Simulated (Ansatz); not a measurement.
Amorphous Si10B20O50, 80 atoms at 1.76 g/cm³, one PBE-relaxed geometry, zone centre. Methods: PBE, scalar-relativistic without spin-orbit coupling (Ansatz, a program for electronic structure); r2SCAN, scalar-relativistic without spin-orbit coupling (Ansatz); HSE06, scalar-relativistic without spin-orbit coupling (Ansatz). Plane waves to 420 eV (r2SCAN 500 eV); exact exchange is cut at the cell's faces. At PBE the levels at the filled edge of the gap are localised (band-tail or defect states). All rungs ran without spin polarisation.

The cell was made by melting and quenching with the CHGNet potential and then relaxed with DFT. O atoms were pushed apart under 1.9 Å during the dynamics, to hinder bonds among them. The hot cell started wider than the set density and was brought back towards it in steps. It is the lowest in DFT energy of 2 quenches. It is a model cell: composition and starting density were chosen by hand, and all elements were melted together. No dispersion term was used. Its density started from a set value of 2.05 and ended at 1.76 g/cm³. The simulated quench (nominally 240 K/ps over its main leg) is rapid and tends to freeze in more defects than a deposited or slowly cooled glass has. Values belong to this one cell and scatter from quench to quench. Volume and shape were free in the relaxation.

The relaxation ran on the zone centre alone. At PBE the level gap is 5.50 eV on a 2×2×2 Γ-centred mesh, and the spacing at the zone centre alone 5.54 eV.

What zone-centre spacing does r2SCAN give, roughly?

6.18 eV (+0.65 eV against PBE).

What zone-centre spacing does HSE06 give, roughly?

7.28 eV (+1.75 eV against PBE).

The highest filled and the lowest empty state spread over these numbers of atoms (participation numbers): PBE: 14.0 and 69.5; r2SCAN: 12.2 and 69.9; HSE06: 12.9 and 67.3.
